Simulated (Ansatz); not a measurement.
Output of an Ansatz run (abridged):

```
WARN the atoms were moved onto the symmetric positions of the space group found under crystal.symmetry.tolerance 1.0e-5 (fractional …
WARN ansatz: RAYON_NUM_THREADS=1 ignored (pool sized by the plan → 1); use --threads N
Pseudopotentials: kind: paw
Pseudopotential: Hg, paw, valence charge 20
Pseudopotential: Te, paw, valence charge 16
Crystal: 6 atoms, lattice volume = 194.223 Å³
Basis set: ecut = 420.4159175005146 eV, 3773 PW (Γ)
Bands: 65, of which v1, the nominal top of the filled ones, is band 54 counted from 1 (53 counted from 0)
Symmetry: 6 space group operations
Space group: P3221 (ITA 154), of the structure as read, at distance tolerance 5.8e-5 Å
k-points: 17 of 108 (time reversal used)
PAW frozen core: Hg, regenerated for the run's functional, and the local potential with it
PAW frozen core: Te, regenerated for the run's functional, and the local potential with it
Initial density: superposition of atomic densities (neutral atoms: chi_scale 0, normalization atom), corrected by the library's trained network
Initial wavefunctions: pseudopotential atomic-orbital guess
Eigensolver: davidson
Functional: x = slater, c = lda
SCF iter   1: F=—  HF=-61049.224838 eV  |F-HF|=—  |Δ(HF+E_count)|=         —  Δρ=4.15e-3  dr2=1.59e-2  ethr=1.77e-3  ⟨swp⟩=6.6  Hψ=4325  notcnv=0  defer=6
all-band conjugate gradients solve this SCF's bands
preconditioner: auto → Resta (q_TF=auto, 2.474 Å⁻¹)
SCF iter   2: F=—  HF=-61049.220459 eV  |F-HF|=—  |Δ(HF+E_count)|=   4.38e-3  Δρ=2.07e-3  dr2=3.68e-3  ethr=1.47e-5  ⟨swp⟩=3.2  Hψ=2285  notcnv=0  defer=74
SCF iter   3: F=—  HF=-61049.219835 eV  |F-HF|=—  |Δ(HF+E_count)|=   6.23e-4  Δρ=5.00e-4  dr2=3.69e-4  ethr=3.41e-6  ⟨swp⟩=2.8  Hψ=1769  notcnv=0  defer=74
SCF iter   4: F=—  HF=-61049.219835 eV  |F-HF|=—  |Δ(HF+E_count)|=   1.87e-7  Δρ=1.04e-4  dr2=3.60e-5  ethr=3.42e-7  ⟨swp⟩=1.9  Hψ=1526  notcnv=0  defer=74
SCF iter   5: F=—  HF=-61049.220006 eV  |F-HF|=—  |Δ(HF+E_count)|=   1.71e-4  Δρ=3.99e-5  dr2=3.39e-6  ethr=3.33e-8  ⟨swp⟩=2.3  Hψ=1554  notcnv=0  defer=74
SCF iter   6: F=—  HF=-61049.220007 eV  |F-HF|=—  |Δ(HF+E_count)|=   6.49e-7  Δρ=8.54e-6  dr2=1.76e-7  ethr=3.14e-9  ⟨swp⟩=2.5  Hψ=1679  notcnv=0  defer=74
SCF iter   7: F=-61049.220007 eV  HF=-61049.220007 eV  |F-HF|=7.86e-10  |Δ(HF+E_count)|=   2.68e-8  Δρ=2.26e-6  dr2=1.54e-8  ethr=9.26e-11  ⟨swp⟩=9.9  Hψ=4871  notcnv=0
SCF 1 converged in 7 iterations: F = -61049.220007 eV  dr2 = 1.54e-8
SCF converged after 7 iterations
Free energy (F): -61049.220007 eV
Harris-Foulkes:  -61049.220007 eV  (|F-HF|=7.86e-10)
Internal energy: -61049.220007 eV  (E = F + TS)
E sigma→0 (E₀):  -61049.220007 eV
Fermi energy:    9.159951 eV
--- Per-component energies (eV) ---
  E_band       = -2281.790840
  E_kinetic    = 2354.485062
  E_local      = -13429.357335  (includes V_loc(G=0)·N_el)
  E_nonlocal   = -673.251821
  E_hartree    = 6527.423366
  E_xc         = -1025.929467
  E_vxc        = -1097.334096  (∫ρ·V_xc dr)
  E_paw        = -42495.847295  (= ΣΔE_a)
  E_vpaw       = -2491.190082  (= ΣTr[D̂ρ^β])
  E_aug_tail   = 0.002030  (compensation charges beyond the density's cutoff)
  E_ewald      = -12310.508808
  E_core_change = 3.764262  (= ΣΔE_core)
  E_smearing   = -0.000000  (= −TS)
  E_closure    = -0.000000  (closes the sum)
  Σ components = -61049.220007   (vs F -61049.220007, Δ=0.00e0)
--- Forces (eV/Å), atoms counted from 1 ---
  atom   1  Hg    -0.02312259    -0.04004950     0.00000000
  atom   2  Hg     0.04624518     0.00000000     0.00000000
  atom   3  Hg    -0.02312259     0.04004950     0.00000000
  atom   4  Te    -0.03664019    -0.06346267    -0.00000000
  atom   5  Te     0.07328038     0.00000000     0.00000000
  atom   6  Te    -0.03664019     0.06346267    -0.00000000
  max |Σ_I F_I| component: 4.39e-17 eV/Å
--- Stress (GPa, compression-positive) ---
       -2.753174       0.000000      -0.000000
        0.000000      -2.753174      -0.000000
       -0.000000      -0.000000      -3.047470
  P = ⅓ Tr σ = -2.8513 GPa (-28.513 kbar)
  The stress holds the Pulay correction. Without it, at fixed plane waves, as pw.x and ABINIT print it: P = -2.8841 GPa
--- Band table (eV; the first three rows and the last of 17) ---
  k-point 0: bands = ["-106.1111", "-106.1111", "-106.1111", "-54.5038", "-54.5038", "-54.5037", "-54.3583", "-54.3583", "-54.3583", "-54.3504", "-54.3504", "-54.3503", "-27.7111", "-27.7111", "-27.7099", "-27.7051", "-27.7049", "-27.7049", [...]
  k-point 1: bands = ["-106.1111", "-106.1111", "-106.1111", "-54.5038", "-54.5037", "-54.5037", "-54.3583", "-54.3583", "-54.3582", "-54.3505", "-54.3504", "-54.3504", "-27.7115", "-27.7106", "-27.7101", "-27.7050", "-27.7050", "-27.7049", [...]
  k-point 2: bands = ["-106.1111", "-106.1111", "-106.1111", "-54.5038", "-54.5038", "-54.5037", "-54.3583", "-54.3583", "-54.3583", "-54.3504", "-54.3504", "-54.3504", "-27.7113", "-27.7111", "-27.7097", "-27.7051", "-27.7049", "-27.7048", [...]
  k-point 16: bands = ["-106.1111", "-106.1111", "-106.1111", "-54.5038", "-54.5037", "-54.5037", "-54.3583", "-54.3583", "-54.3583", "-54.3504", "-54.3504", "-54.3504", "-27.7119", "-27.7105", "-27.7096", "-27.7050", "-27.7049", "-27.7046", [...]
```

The structure:

```
CELL_PARAMETERS angstrom
      4.64894     0.00000     0.00000
     -2.32447     4.02610     0.00000
      0.00000     0.00000    10.37678
ATOMIC_POSITIONS crystal
  Hg 0.68832 0.68832 0.00000
  Hg 0.31168 0.00000 0.66667
  Hg 0.00000 0.31168 0.33333
  Te 0.51372 0.51372 0.50000
  Te 0.48628 0.00000 0.16667
  Te 0.00000 0.48628 0.83333
```

### Question
Reconstruct the input of this run.

### Answer
Other spellings and defaults could give the same log, and not every line can be read from it. The input that was run (DFT, LDA (PW92), plane waves, default PAW files made with PBE):

Ansatz 0.2 input:
```yaml
# HgTe
crystal:
  lattice:
    - [4.64894100, 0.00000000, 0.00000000]
    - [-2.32447100, 4.02610100, 0.00000000]
    - [0.00000000, 0.00000000, 10.37677600]
  atoms:
    - { symbol: Hg, position: [0.68832000, 0.68832000, 0.00000000] }
    - { symbol: Hg, position: [0.31168000, 0.00000000, 0.66666700] }
    - { symbol: Hg, position: [0.00000000, 0.31168000, 0.33333300] }
    - { symbol: Te, position: [0.51372000, 0.51372000, 0.50000000] }
    - { symbol: Te, position: [0.48628000, 0.00000000, 0.16666700] }
    - { symbol: Te, position: [0.00000000, 0.48628000, 0.83333300] }
basis:
  ecutwfc: 30.9 Ry
kpoints:
  mp_grid:
    grid: [6, 6, 3]
hamiltonian:
  xc: lda
  pseudopotentials:
    kind: paw
scf:
  occupations:
    method: fermi_dirac
    width: 0.0015 Ry
output:
  forces: true
  eigenvalues: true
  stress: true
```

The starting cell comes from a database of computed structures (which also holds hypothetical and non-ambient phases and stackings), without a prior relaxation at this level. Its lattice was rescaled by up to half a per cent. Spin-orbit coupling is off. Ansatz's pressure includes its estimate of the finite-basis (Pulay) stress.

Ansatz is a quantum-chemistry and plane-wave program.
